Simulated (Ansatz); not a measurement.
A computed series for MoSi2: pressure series

Start from MoSi$_{2}$ (space group P6_222, No. 180; a = 4.574 Å, c = 6.567 Å; a cell from a computed database, its experimental status unchecked).

Cell and atoms are relaxed at each pressure.

All numbers come from PBEsol in Ansatz (plane waves to 420 eV, PAW, no SOC).

Notes on the quantities. enthalpy: H = E + PV relative to the base's energy.

| change | enthalpy | density |
|---|---|---|
| base | – | 6.37 g/cm³ |
| pressure −2 GPa | -0.17 eV/atom | 6.31 g/cm³ |
| pressure −1 GPa | -0.08 eV/atom | 6.34 g/cm³ |
| pressure 0.3 GPa | +0.02 eV/atom | 6.38 g/cm³ |
| pressure 0.7 GPa | +0.06 eV/atom | 6.39 g/cm³ |
| pressure 1.5 GPa | +0.12 eV/atom | 6.41 g/cm³ |
| pressure 3 GPa | +0.25 eV/atom | 6.45 g/cm³ |
| pressure 5 GPa | +0.41 eV/atom | 6.51 g/cm³ |
| pressure 7.5 GPa | +0.61 eV/atom | 6.57 g/cm³ |
| pressure 10 GPa | +0.81 eV/atom | 6.64 g/cm³ |

Load acts through the strain it causes; cell and atoms are relaxed under it. Stability against distortions was not tested. Competing high-pressure phases were not computed. The final runs are not spin-polarised.

Ansatz is an electronic-structure program.
